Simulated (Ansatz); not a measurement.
Results of r²SCAN+rVV10 (PAW; Ansatz, a program for electronic structure) for rutile MgH2.

Numerical settings: plane-wave cutoff 560 eV, 8×8×12 k mesh (along the axes of the cell as run), Fermi–Dirac smearing 0.01 eV, scalar-relativistic PAW data made under PBE.

Computed points:

```json
[
 {"V (Å³/atom)": "9.585", "E − E_lowest (meV/atom)": "2.75", "P (GPa)": "2.287"},
 {"V (Å³/atom)": "9.785", "E − E_lowest (meV/atom)": "0.66", "P (GPa)": "1.087"},
 {"V (Å³/atom)": "9.985", "E − E_lowest (meV/atom)": "0.00", "P (GPa)": "-0.007"},
 {"V (Å³/atom)": "10.184", "E − E_lowest (meV/atom)": "0.64", "P (GPa)": "-1.009"},
 {"V (Å³/atom)": "10.384", "E − E_lowest (meV/atom)": "2.48", "P (GPa)": "-1.922"}
]
```

Problem. Estimate the bulk modulus from the pressures at 9.785 and 10.184 Å³/atom, and compare it with a fit to all energies.

Solution. B = −V dP/dV. Between V = 9.785 and 10.184 Å³/atom, dP/dV = (-1.009 − (1.087))/(10.184 − 9.785) = -5.25 GPa per Å³/atom; at the midpoint 9.985 Å³/atom this gives B ≈ 52.4 GPa. The third-order Birch–Murnaghan fit gives V0 = 9.983 Å³/atom, B0 = 52.4 GPa, B′ = 3.5, which lies within 1 % of that estimate.

Shape and atoms are relaxed at each volume.

Measured, for comparison: bulk modulus 49 ± 2 GPa (room temperature, no zero-point or thermal correction, measured on MgD2; as tabulated in abstract on rutile-type MgD2 by neutron diffraction to 9.3 GPa, listed at scite); equilibrium volume per atom 10.27 Å³/atom (temperature not stated, no zero-point or thermal correction; as tabulated in Ellinger et al., J. Am. Chem. Soc. 77, 2647 (1955) (COD 4124639)). Computed (rounded) less measured: bulk modulus +7 %, equilibrium volume per atom -2.8 %. A static lattice is as a rule a little smaller and stiffer than an uncorrected measurement, which narrows the difference in the bulk modulus and would widen misses of the other sign.

Note: the bulk modulus comes from volumes at which shape and atoms were relaxed.

Static lattice: no zero-point or thermal effects.

Cost on a shared machine: roughly 7 core-minutes.
